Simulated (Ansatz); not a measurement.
Reference: Ir (Fm-3m), PBEsol, rigid bands (plane waves, PAW, scalar-relativistic; Ansatz, a program for electronic structure); axes and stresses refer to this cell.

```
Ir
1.0
    0.00000     1.91447     1.91447
    1.91447     0.00000     1.91447
    1.91447     1.91447     0.00000
Ir
1
Direct
  0.00000   0.00000   0.00000
```

density of states at the Fermi level per atom: 0.88 states/eV
Drude plasma energy: 10.8 eV
resistivity times mean free path: 3.7 ×10⁻¹⁶ Ω·m²

Q: Change: functional r2SCAN on the same cell. What happens to density of states at the Fermi level per atom, Drude plasma energy, resistivity times mean free path?

A: density of states at the Fermi level per atom goes to 0.84 states/eV, a move of 5 % that is no larger than the two runs' mesh errors together; Drude plasma energy moves little, to 10.9 eV; resistivity times mean free path moves little, to 3.7 ×10⁻¹⁶ Ω·m².

Metals at this level; values at 300 K, both spins, means over directions. As a rough test of the mesh, the Fermi surface's area from every second k point differs by up to 3 %. The product of resistivity and mean free path takes one path for all states. Spin-orbit coupling is left out unless a row names it.
